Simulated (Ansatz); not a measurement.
# Effect of Te → Sn on BeTe

Start from BeTe in the zinc blende structure (space group F-43m, No. 216; a = 5.605 Å).

One thing is altered: every Te is replaced by Sn; the structure is relaxed again.

The values are results of DFT with PBEsol, PAW potentials and a 420 eV plane-wave cutoff in Ansatz (a quantum-chemistry and plane-wave program), without spin-orbit coupling, earlier PAW set, not measurements. k-mesh 14×14×14 (Γ-centred); smearing 0.05 eV (Fermi–Dirac), for the changed cell.

The volume per atom rises by 0.159 Å³ (22.01 Å³ → 22.16 Å³) and the density decreases by 0.37 g/cm³, from 5.15 g/cm³ to 4.78 g/cm³. The space group remains F-43m (No. 216) and the shortest interatomic distance goes up by 0.006 Å to 2.433 Å. The band gap becomes zero (base: 1.84 eV).

Final structure:

```
BeSn
1.0
    0.00000     2.80901     2.80901
    2.80901     0.00000     2.80901
    2.80901     2.80901     0.00000
Sn Be
1 1
Direct
  0.75000   0.75000   0.75000
  0.00000   0.00000   0.00000
```

With Te present, leaving out spin-orbit coupling can change the band edges. Stability against distortions was not tested. As relaxed here, BeSn is a hypothetical phase, not in the database extracts checked.
